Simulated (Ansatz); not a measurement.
Problem. Name crystals whose mean free path at 300 K lies between 7.5 and 11.7 nm and whose resistivity at 300 K lies between 9.6 and 15 μΩ·cm, by PBEsol, DFPT electron-phonon coupling, linearised Boltzmann equation (Ansatz, a quantum-chemistry and plane-wave program).

Solution. Many crystals can fit; among those computed here:
- ZrMo₂ (Fd-3m): 9.6 nm, 12.9 μΩ·cm
- SrVO3 (Pm-3m): 11.0 nm, 12.7 μΩ·cm
- WB2 (P6_3/mmc): 10.8 nm, 12.3 μΩ·cm
- LuPt$_{3}$ (Pm-3m): 10.5 nm, 13.6 μΩ·cm
- ScPt$_{3}$ (Pm-3m): 9.4 nm, 14.2 μΩ·cm

Metals; harmonic phonons alone scatter; means over directions. The mean free path is weighted by the current that each state carries. Halving the electron mesh moves these values by up to 7 %; q meshes are mostly untested. Some of the runs warned that the eigensolver left states short of its tolerance. Spin-orbit coupling is left out.

Formula and space group known from diffraction (Crystallography Open Database), not checked to be the room-temperature form: LuPt3 (Pm-3m), ScPt3 (Pm-3m), SrVO3 (Pm-3m), WB2 (P6_3/mmc), ZrMo2 (Fd-3m). Treated as nonmagnetic (a ferromagnetic start lost its moment, other orders weren't tried): SrVO3 (Pm-3m). The missing spin-orbit coupling matters most for LuPt3 (Pm-3m), ScPt3 (Pm-3m), WB2 (P6_3/mmc).
